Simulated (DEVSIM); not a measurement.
Device: abrupt Si p-n junction, at 250 K.

Layer 1 from the left is Si, thickness (μm) 4.90, Na (cm⁻³) 1.1e16, τn (s) 2.3e-6, τp (s) 2.3e-6. Layer 2 from the left is Si, thickness (μm) 0.850, Nd (cm⁻³) 1.2e17, τn (s) 2.3e-6, τp (s) 2.3e-6.

Left contact: ohmic. Right contact: ohmic. Voltage is applied to the left contact. Recombination: SRH at mid-gap, radiative, Auger. Mobility is constant in doping.

This is a model device: material constants are rounded textbook-type values typed into the input, and sizes, dopings and lifetimes were drawn at random. Values at 300 K; Nc and Nv go as T^1.5, mobilities as T to minus their exponent, the gap by Varshni's rule with the affinity fixed.

Si: gap (eV) 1.124, affinity (eV) 4.05, permittivity 11.7, Nc (cm⁻³) 2.86e19, Nv (cm⁻³) 3.1e19, μn (cm²/Vs) 1417, μp (cm²/Vs) 470, T exponent of μn 2.3, T exponent of μp 2.2, B (cm³/s) 4.7e-15, Cn (cm⁶/s) 2.8e-31, Cp (cm⁶/s) 9.9e-32, Varshni α (eV/K) 0.000473, Varshni β (K) 636.

**Question.** Estimate by hand the built-in potential, the peak field at zero bias, the capacitance at -0.6 V, and compare with a numerical solution.

**Answer.** 
- Built-in potential: ni = √(Nc Nv) exp(−Eg/2kT) = 8.01e7 cm⁻³ with Eg = 1.136 eV; Vbi = kT/q ln(Na Nd/ni²) = 0.859 V; numerical 0.859 V.
- Peak field at zero bias: depletion approximation: W = √(2εVbi/(qN)) = 0.332 μm with N = 1.01e16 cm⁻³; field = 2Vbi/W = 51700 V/cm; numerical 50600 V/cm (estimate above by 2.3 %).
- Capacitance at -0.6 V: C = √(qεN / 2(Vbi + |V|)) = 23.9 nF/cm²; numerical 24.3 nF/cm² (estimate below by 1.5 %).

DEVSIM, 1D drift-diffusion, Boltzmann statistics, complete ionisation; no tunnelling, impact ionisation, image-force lowering or self-heating.
